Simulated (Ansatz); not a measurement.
bcc Mo (0 0 1) on beta Ga2O3 (0 0 1) (film strained to the substrate, faces as cut)

A periodic stack without vacuum, bcc Mo (0 0 1) on beta Ga2O3 (0 0 1) (film strained to the substrate, faces as cut): substrate slab Ga20O32, film Mo24, surface cells [[0, -1], [2, 0]] and [[0, -1], [4, -1]], film strained by -2.4 and -1.5 %, faces O/O and Mo/Mo as cut (like faces can put a slab off its formula).

The start was prepared with a machine-learned potential, and the result is one local minimum, with the in-plane cell held and forces under 0.04 eV/Å; the film can end far from its bulk form.

These are PBE (plane waves to 420 eV, PAW; Ansatz, a program for electronic structure) values and carry that method's errors. No spin–orbit coupling; the runs are not spin-polarised; PBE gaps are too small against experiment. Its k-point mesh 9×2×1, Fermi–Dirac width 0.05 eV.

interface area: 38.4 Å²
period: 25.27 Å
gaps between the outermost planes at the two interfaces: 1.31 and 1.30 Å
Ga–Mo contacts across the interfaces within 1.22 times the sum of covalent radii: 12, mean 2.92 Å
Mo–O contacts across the interfaces within 1.22 times the sum of covalent radii: 8, mean 2.04 Å

```
CELL_PARAMETERS angstrom
      3.08339    -0.00012     0.01398
      3.08312    12.45383     0.18777
      1.40536     0.37364    25.28234
ATOMIC_POSITIONS crystal
  Ga 0.13480 0.85136 0.15552
  Ga 0.13924 0.34950 0.14836
  Ga 0.32477 0.11912 0.23904
  Ga 0.31646 0.62573 0.24318
  Ga 0.57171 0.96515 0.05287
  Ga 0.54724 0.49249 0.04876
  Ga 0.87940 0.12376 0.11832
  Ga 0.87515 0.62546 0.12460
  Ga 0.14884 0.72749 0.37597
  Ga 0.14072 0.23382 0.37973
  Ga 0.32605 0.00367 0.47031
  Ga 0.33111 0.50203 0.46345
  Ga 0.56820 0.86027 0.27103
  Ga 0.57800 0.35249 0.26633
  Ga 0.88746 0.00056 0.35245
  Ga 0.89736 0.49279 0.34794
  Ga 0.59037 0.72776 0.49462
  Ga 0.58534 0.22918 0.50038
  Ga 0.91976 0.86186 0.57001
  Ga 0.89500 0.38753 0.56585
  O  0.05574 0.89591 0.22426
  O  0.07320 0.38032 0.21964
  O  0.38662 0.09311 0.16594
  O  0.38549 0.59136 0.17330
  O  0.05278 0.96087 0.10018
  O  0.05004 0.46439 0.09872
  O  0.41482 0.12213 0.05899
  O  0.38982 0.63568 0.07374
  O  0.71036 0.34544 0.02174
  O  0.72465 0.81853 0.03244
  O  0.71431 0.77839 0.14214
  O  0.72256 0.27464 0.13152
  O  0.08065 0.76134 0.44604
  O  0.07848 0.25971 0.45281
  O  0.39246 0.97249 0.39917
  O  0.40970 0.45733 0.39476
  O  0.05620 0.84473 0.32620
  O  0.06356 0.33904 0.32296
  O  0.40206 0.01401 0.29593
  O  0.40901 0.50831 0.29288
  O  0.74002 0.19761 0.25172
  O  0.72941 0.70635 0.25619
  O  0.73588 0.64678 0.36314
  O  0.72547 0.15528 0.36713
  O  0.07468 0.71802 0.54604
  O  0.05397 0.23066 0.55970
  O  0.41725 0.88869 0.51997
  O  0.41388 0.39200 0.51856
  O  0.74307 0.07829 0.48727
  O  0.75145 0.57492 0.47715
  O  0.74178 0.53436 0.58631
  O  0.75998 0.00805 0.59687
  Mo 0.58739 0.12277 0.71219
  Mo 0.34408 0.36633 0.71515
  Mo 0.09115 0.61792 0.71618
  Mo 0.84486 0.86614 0.71168
  Mo 0.99629 0.24224 0.64960
  Mo 0.74047 0.49865 0.65694
  Mo 0.49001 0.74892 0.65394
  Mo 0.24387 0.00008 0.64871
  Mo 0.53796 0.10987 0.83957
  Mo 0.28706 0.35940 0.84300
  Mo 0.03562 0.61136 0.84049
  Mo 0.78577 0.86281 0.83771
  Mo 0.93588 0.24176 0.77911
  Mo 0.68826 0.48893 0.78084
  Mo 0.43828 0.74048 0.77789
  Mo 0.18670 0.99226 0.77560
  Mo 0.47596 0.11000 0.96897
  Mo 0.22753 0.35203 0.97014
  Mo 0.98640 0.60206 0.96439
  Mo 0.73320 0.85284 0.96167
  Mo 0.88621 0.22899 0.90649
  Mo 0.62900 0.48544 0.90671
  Mo 0.38259 0.73383 0.90229
  Mo 0.13007 0.98530 0.90354
```
